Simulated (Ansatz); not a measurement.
System: Ru₂AlC (model structure, started from the AlCr2C type, P6₃/mmc, No. 194, 8 atoms in the cell). Method: r²SCAN in Ansatz (PAW).

Numerical settings: plane-wave cutoff 560 eV, 24×24×6 k mesh (along the axes of the cell as run), Fermi–Dirac smearing 0.05 eV, no spin polarisation, scalar-relativistic PAW data made under PBE.

Cell (relaxed at this level):

AlRu2C is modelled in the hexagonal space group P6₃/mmc (No. 194), Pearson symbol hP8. Lattice parameters: a = b = 2.878 Å, c = 13.355 Å, α = β = 90.00°, γ = 120.00°. Al on 2d sees 6 Ru at 2.645 Å and 6 Al at 2.878 Å (anticuboctahedral). Ru on 4f has 3 C at 2.098 Å and 3 Al at 2.645 Å and 6 Ru at 2.878 Å and 3 Ru at 3.053 Å. C on 2a sees 6 Ru at 2.098 Å (octahedral). (Neighbours: up to the widest gap in distance over summed covalent radii, below 1.35, at either atom; cation-cation and far metal-metal contacts left out.)

**Question.** Estimate the bulk modulus that the calculation returns.

**Answer.** 
- bulk modulus: 226 GPa

Note: the run has no spin polarisation, so it can have missed a magnetic state; the bulk modulus is −V dP/dV from two relaxed cells at ±2 % in volume; the relaxation could raise the start's symmetry but not lower it, so the cell can be a saddle point.

Static lattice: no zero-point or thermal effects.

A model structure was made by putting elements into a prototype or built by hand; it is no filed structure, need not be a known phase, and can be a saddle point held by its symmetry.

Ansatz is a program for electronic structure.
